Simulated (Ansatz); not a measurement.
Input and output of a self-consistent single point for ZnCu2SnSe4 (I-4, 8 atoms in the cell) (Ansatz, a quantum-chemistry and plane-wave program).

Computed with PBE, PAW files (plane waves; Ansatz).

```
CELL_PARAMETERS angstrom
     -2.92892     2.92892     5.82593
      2.92892    -2.92892     5.82593
      2.92892     2.92892    -5.82593
ATOMIC_POSITIONS crystal
  Zn 0.75000 0.25000 0.50000
  Cu 0.25000 0.75000 0.50000
  Cu 0.00000 0.00000 0.00000
  Sn 0.50000 0.50000 0.00000
  Se 0.62975 0.63653 0.52624
  Se 0.36347 0.88971 0.99322
  Se 0.11029 0.10351 0.47376
  Se 0.89649 0.37025 0.00678
```

Reference input (self-consistent single point, DFT, PBE, plane waves, PAW files): kpoints.mp_grid.grid = 4 4 4; hamiltonian.xc = pbe; hamiltonian.pseudopotentials = {kind: paw} (an earlier, softer set of the program's PAW files); scf.occupations.method = cold; scf.occupations.width = 0.136 eV. This run's input differs from it in these lines:

Ansatz 0.2 input:
```diff
@@ -21,3 +21,3 @@
 scf:
-  occupations: { method: cold, width: 0.136 }
+  occupations: { method: cold, width: 0.2 }
 output:
```

Log, with long lists cut:

```
SCF iter   1: F=—  HF=-44474.360175 eV  |F-HF|=—  |Δ(HF+E_count)|=         —  Δρ=5.38e-2  dr2=5.16e0  ethr=3.10e-3  ⟨swp⟩=6.3  Hψ=4007  notcnv=0
all-band conjugate gradients solve this SCF's bands
preconditioner: auto → Kerker (q_TF=auto, 2.533 Å⁻¹)
SCF iter   2: F=—  HF=-44473.471592 eV  |F-HF|=—  |Δ(HF+E_count)|=   8.89e-1  S|Δr|=    0.00e0  Δρ=3.60e-2  dr2=1.46e0  ethr=3.10e-3  ⟨swp⟩=2.0  Hψ=1710  notcnv=0  defer=96
   [... lines left out ...]
SCF iter  14: F=—  HF=-44473.100712 eV  |F-HF|=—  |Δ(HF+E_count)|=   5.78e-7  S|Δr|=    0.00e0  Δρ=2.08e-5  dr2=6.24e-7  ethr=1.21e-9  ⟨swp⟩=2.0  Hψ=1360  notcnv=0  defer=96
SCF iter  15: F=—  HF=-44473.100712 eV  |F-HF|=—  |Δ(HF+E_count)|=   3.53e-8  S|Δr|=    0.00e0  Δρ=7.55e-6  dr2=1.20e-7  ethr=4.88e-10  ⟨swp⟩=2.0  Hψ=1298  notcnv=0  defer=96
SCF iter  16: F=-44473.100712 eV  HF=-44473.100712 eV  |F-HF|=7.71e-10  |Δ(HF+E_count)|=   1.46e-8  S|Δr|=    0.00e0  Δρ=3.96e-6  dr2=3.75e-8  ethr=7.81e-11  ⟨swp⟩=10.6  Hψ=5164  notcnv=0
SCF 1 converged in 16 iterations: F = -44473.100712 eV  dr2 = 3.75e-8
Stability not checked (fill_not_monotonic)
Free energy (F): -44473.100712 eV
Internal energy: -44473.145084 eV  (E = F + TS)
E sigma→0 (E₀):  -44473.115503 eV
Entropy (-TS):   0.044373 eV (5.547 meV/atom)
Fermi energy:    7.223733 eV
--- Forces (eV/Å), atoms counted from 1 ---
  atom   1  Zn    -0.00000000     0.00000000     0.00000000
  atom   2  Cu     0.00000000    -0.00000000     0.00000000
  atom   3  Cu    -0.00000000    -0.00000000     0.00000000
  atom   4  Sn     0.00000000    -0.00000000     0.00000000
   [... lines left out ...]
  atom   8  Se     0.03603249     0.06983366    -0.00475383
--- Stress (GPa, compression-positive) ---
       -2.258070      -0.000000      -0.000000
        0.000000      -2.258070       0.000000
       -0.000000       0.000000      -2.099497
  P = ⅓ Tr σ = -2.2052 GPa (-22.052 kbar)
  The stress holds the Pulay correction. Without it, at fixed plane waves, as pw.x and ABINIT print it: P = -2.2506 GPa
```

The run converged in 16 iterations. Against the reference run the free energy rises by 1.1 meV/atom, the pressure moves little (-2.17 to -2.21 GPa) and the largest force goes from 0.072 to 0.079 eV/Å.

The starting cell comes from a database of computed structures (which also holds hypothetical and non-ambient phases and stackings), without a prior relaxation at this level. Its lattice was rescaled by a random factor within 2.5 % of one. Spin polarisation is off. Ansatz's pressure includes its estimate of the finite-basis (Pulay) stress. The run gives no clean gap (levels at the Fermi energy touch, overlap or are partly filled at this smearing), which alone does not show that the compound is a metal.

Cost on one core of a shared machine: roughly 40 s.
